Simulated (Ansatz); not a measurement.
Ansatz (an electronic-structure program) run on V (Im-3m, 1 atom in the cell): self-consistent single point.

Method of the run: PBE (plane waves, PAW; Ansatz).

The change in words: lattice scaled by 0.98. Reference geometry:
```
V
1.0
   -1.52818     1.52818     1.52818
    1.52818    -1.52818     1.52818
    1.52818     1.52818    -1.52818
V
1
Direct
  0.00000   0.00000   0.00000
```

Reference input (self-consistent single point, DFT, PBE, plane waves, default PAW files): basis.ecutwfc = 420 eV; kpoints.mp_grid.grid = 20 20 20; hamiltonian.xc = pbe; hamiltonian.pseudopotentials = {kind: paw} (the program's default PAW files); scf.occupations.method = gaussian; scf.occupations.width = 0.136 eV. This run's input differs from it in these lines:

```diff
@@ -2,5 +2,5 @@
   lattice:
-    - [-1.528182, 1.528182, 1.528182]
-    - [1.528182, -1.528182, 1.528182]
-    - [1.528182, 1.528182, -1.528182]
+    - [-1.497618, 1.497618, 1.497618]
+    - [1.497618, -1.497618, 1.497618]
+    - [1.497618, 1.497618, -1.497618]
   atoms:
```

Output (repeated stretches shortened):

```
SCF iter   1: F=—  HF=-2912.419428 eV  |F-HF|=—  |Δ(HF+E_count)|=         —  Δρ=4.87e-3  dr2=8.49e-4  ethr=1.77e-3  ⟨swp⟩=4.0  Hψ=14232  notcnv=0
all-band conjugate gradients solve this SCF's bands
preconditioner: auto → none
SCF iter   2: F=—  HF=-2912.419424 eV  |F-HF|=—  |Δ(HF+E_count)|=   3.65e-6  Δρ=2.45e-3  dr2=2.16e-4  ethr=6.53e-6  ⟨swp⟩=1.0  Hψ=4864  notcnv=0
SCF iter   3: F=—  HF=-2912.419479 eV  |F-HF|=—  |Δ(HF+E_count)|=   5.52e-5  Δρ=1.94e-4  dr2=4.37e-6  ethr=1.66e-6  ⟨swp⟩=1.0  Hψ=2765  notcnv=0
SCF iter   4: F=—  HF=-2912.419470 eV  |F-HF|=—  |Δ(HF+E_count)|=   8.91e-6  Δρ=4.89e-5  dr2=1.64e-7  ethr=3.37e-8  ⟨swp⟩=2.6  Hψ=4315  notcnv=0
iter 5 did not close the SCF: its close was put off for the readings that it lacked (scf_convergence_deferred on its scf_iter line)
SCF iter   5: F=-2912.419470 eV  HF=-2912.419470 eV  |F-HF|=3.05e-10  |Δ(HF+E_count)|=   9.48e-8  Δρ=4.24e-6  dr2=8.36e-10  ethr=1.26e-9  ⟨swp⟩=2.1  Hψ=4200  notcnv=0
SCF iter   6: F=-2912.419470 eV  HF=-2912.419470 eV  |F-HF|=4.09e-12  |Δ(HF+E_count)|=  1.60e-10  Δρ=8.26e-7  dr2=4.10e-11  ethr=6.43e-12  ⟨swp⟩=1.4  Hψ=8932  notcnv=0
SCF 1 converged in 6 iterations: F = -2912.419470 eV  dr2 = 4.10e-11
Free energy (F): -2912.419470 eV
Internal energy: -2912.403367 eV  (E = F + TS)
E sigma→0 (E₀):  -2912.411418 eV
Entropy (-TS):   -0.016103 eV (-16.103 meV/atom)
Fermi energy:    16.581730 eV
--- Forces (eV/Å), atoms counted from 1 ---
  atom   1  V      0.00000000    -0.00000000     0.00000000
--- Stress (GPa, compression-positive) ---
        0.370903      -0.000000      -0.000000
        0.000000       0.370903      -0.000000
       -0.000000      -0.000000       0.370903
  P = ⅓ Tr σ = 0.3709 GPa (3.709 kbar)
  The stress holds the Pulay correction. Without it, at fixed plane waves, as pw.x and ABINIT print it: P = 0.2799 GPa
```

The run converged in 6 iterations. Against the reference run the free energy goes down by 25.4 meV/atom and the pressure goes from -9.56 to 0.37 GPa. The full log also holds: “iter 5 did not close the SCF: its close was put off for the readings that it lacked (scf_convergence_deferred on its scf_iter line)”.

The starting cell comes from a database of computed structures (which also holds hypothetical and non-ambient phases and stackings), without a prior relaxation at this level. Its lattice was rescaled by a random factor within 2.5 % of one. For this run, on top of that: lattice scaled by 0.98. Spin polarisation is off. Ansatz's pressure includes its estimate of the finite-basis (Pulay) stress.

Keys are those of Ansatz 0.2.
